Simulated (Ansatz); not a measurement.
## Al: response to strain

The reference is Al in the fcc (Cu type) structure (space group Fm-3m, No. 225; a = 4.0155 Å; relaxed with 0.1 eV smearing). Axes: x, y, z lie along the cube axes.

Strains are applied to the cell and any free atomic positions relax; under biaxial strain the out-of-plane vector relaxes too.

All numbers come from Ansatz (a quantum-chemistry and plane-wave program), PBEsol, PAW, cutoff 420 eV, spin-orbit coupling left out.

Notes on the quantities. energy relative to the base: free energy F; in-plane stress: mean in-plane stress (compression positive).

| change | energy relative to the base | out-of-plane strain | in-plane stress |
|---|---|---|---|
| base | 0 meV/atom | – | – |
| biaxial strain −3.00 %, plane normal [001], relaxed out of plane | +11 meV/atom | +3.26 % | +4.3 GPa |
| biaxial strain −2.00 %, plane normal [001], relaxed out of plane | +4.6 meV/atom | +2.29 % | +2.5 GPa |
| biaxial strain −1.50 %, plane normal [001], relaxed out of plane | +2.5 meV/atom | +1.75 % | +1.7 GPa |
| biaxial strain −1.00 %, plane normal [001], relaxed out of plane | [?] | [?] | [?] |
| biaxial strain −0.50 %, plane normal [001], relaxed out of plane | +0.3 meV/atom | +0.59 % | +0.5 GPa |
| biaxial strain +0.50 %, plane normal [001], relaxed out of plane | +0.2 meV/atom | -0.60 % | -0.5 GPa |
| biaxial strain +1.00 %, plane normal [001], relaxed out of plane | +1.0 meV/atom | -1.13 % | -1.0 GPa |
| biaxial strain +2.00 %, plane normal [001], relaxed out of plane | +4.0 meV/atom | -2.09 % | -2.0 GPa |
| biaxial strain +3.00 %, plane normal [001], relaxed out of plane | +9.0 meV/atom | -3.05 % | -2.9 GPa |

Task: Some entries are withheld; estimate them.

Result: 
- biaxial strain −1.00 %, plane normal [001], relaxed out of plane, energy relative to the base: +1.1 meV/atom
- biaxial strain −1.00 %, plane normal [001], relaxed out of plane, out-of-plane strain: +1.18 %
- biaxial strain −1.00 %, plane normal [001], relaxed out of plane, in-plane stress: +1.1 GPa

Stability against distortions was not tested.
